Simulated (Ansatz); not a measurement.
ZnO: 2 layers

Take ZnO in the wurtzite structure (space group P6_3mc, No. 186; a = 3.2298 Å, c = 5.2148 Å) as the base. Axes: x lies along a and z along c of the hexagonal cell.

It is then changed as follows: a free-standing slab of 2 layers (8 atoms, 4 a layer) is cut normal to the y axis, with 15 Å of vacuum and the in-plane cell held at bulk.

Computed with Kohn–Sham DFT with the PBEsol functional, run in Ansatz (a program for electronic structure) with PAW and 420 eV plane waves, no spin-orbit coupling. Settings: 10×7×1 k-points, 0.05 eV Fermi–Dirac smearing, for the changed cell.

| quantity | base | changed | shift |
|---|---|---|---|
| layer's space group (with vacuum) | – | Pmc2_1 (No. 26) | – |
| shortest interatomic distance | 1.969 Å | 1.849 Å | -0.120 Å |
| band gap | 0.70 eV | 1.29 eV | +0.583 eV |
| gap character | – | direct at Γ | – |
| valence-band top at Γ (three highest levels, from the VBM) | 0.00, 0.00, -0.10 eV | 0.00, -0.30, -0.30 eV | – |
| excess energy per area of both faces (slab less bulk energy over the cell's area: twice a surface energy) | – | 1.84 J/m² | – |
| thickness between the outermost nuclei | – | 3.81 Å | – |
| change of the spacing d12 from its bulk value of 0.932 Å | – | -33.6 % | – |
| change of the spacing d23 from its bulk value of 1.865 Å | – | +10.3 % | – |

Cost of the whole job for the changed cell (relaxation, final SCF and bands): roughly 2.9 core-minutes.

The excess energy carries the mismatch between the slab's and the bulk's meshes. Whether these cells are dynamically stable was not tested. k-point labels follow each cell's own Brillouin zone.
